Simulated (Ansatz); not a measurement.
Levels about the gap of amorphous Hf27O45N6 (78 atoms in a cell of 976 Å³, 9.57 g/cm³; zone centre alone, so wide bands show as single levels with stretches between that a denser mesh fills), at the geometry that PBE relaxed, where it gives 0.4 GPa on a denser mesh. The participation number counts the atoms over which a state spreads; weights are charges in smoothed Voronoi cells. The levels come from a single point, so bond lengths are those of that geometry. Method of the levels: PBE, scalar-relativistic without spin-orbit coupling (Ansatz, a program for electronic structure). Sampling: the zone centre alone; Fermi-Dirac width 0.02 eV; no spin polarisation. At PBE the levels at the filled edge of the gap are localised (band-tail or defect states).

Preparation: random packing, a CHGNet melt and quench, and a DFT relaxation. O and N atoms were pushed apart under 1.9 Å during the dynamics, to hinder bonds among them. The hot cell started wider than the set density and was brought back towards it in steps. It is the lowest in DFT energy of 4 quenches. It is a model cell: composition and starting density were chosen by hand, and all elements were melted together. No dispersion term was used. Its density started from a set value of 9.29 and ended at 9.57 g/cm³. Cooling (nominally 91 K/ps over its main leg) ran many orders faster than in experiment, which tends to leave more defects and strain. A cell of this size samples the disorder only roughly. Volume and shape were free in the relaxation. Stress components on the final sampling reach 0.9 GPa. Cycles of charging lowered its energy after that relaxation.

| E - E(highest filled), eV | filling | participation number | largest on | weight Hf | weight N | weight O |
|---|---|---|---|---|---|---|
| -0.65 | filled | 21.2 | N, 4 neighbours | 0.11 | 0.38 | 0.51 |
| -0.57 | filled | 20.0 | N, 4 neighbours | 0.10 | 0.38 | 0.52 |
| -0.52 | filled | 12.5 | N, 4 neighbours | 0.10 | 0.40 | 0.50 |
| -0.44 | filled | 14.2 | N, 4 neighbours | 0.10 | 0.41 | 0.48 |
| -0.31 | filled | 12.9 | N, 4 neighbours | 0.12 | 0.48 | 0.40 |
| -0.24 | filled | 6.8 | N, 4 neighbours | 0.11 | 0.56 | 0.33 |
| 0.00 | filled | 5.6 | N, 4 neighbours | 0.13 | 0.55 | 0.32 |
| 2.97 | empty | 13.2 | Hf, 7 neighbours | 0.58 | 0.14 | 0.29 |
| 3.06 | empty | 21.2 | Hf, 7 neighbours | 0.59 | 0.06 | 0.36 |
| 3.11 | empty | 23.9 | Hf, 7 neighbours | 0.59 | 0.09 | 0.32 |
| 3.47 | empty | 35.2 | Hf, 6 neighbours | 0.53 | 0.05 | 0.42 |
| 3.55 | empty | 27.2 | Hf, 6 neighbours | 0.62 | 0.06 | 0.32 |
| 3.68 | empty | 42.1 | Hf, 6 neighbours | 0.60 | 0.07 | 0.32 |
| 3.70 | empty | 32.8 | Hf, 6 neighbours | 0.62 | 0.04 | 0.34 |

Most localised among these is the filled level at +0.00 eV, on a N atom, which has 4 neighbours (Hf 2.06 Å, Hf 2.14 Å, Hf 2.16 Å, Hf 2.28 Å).
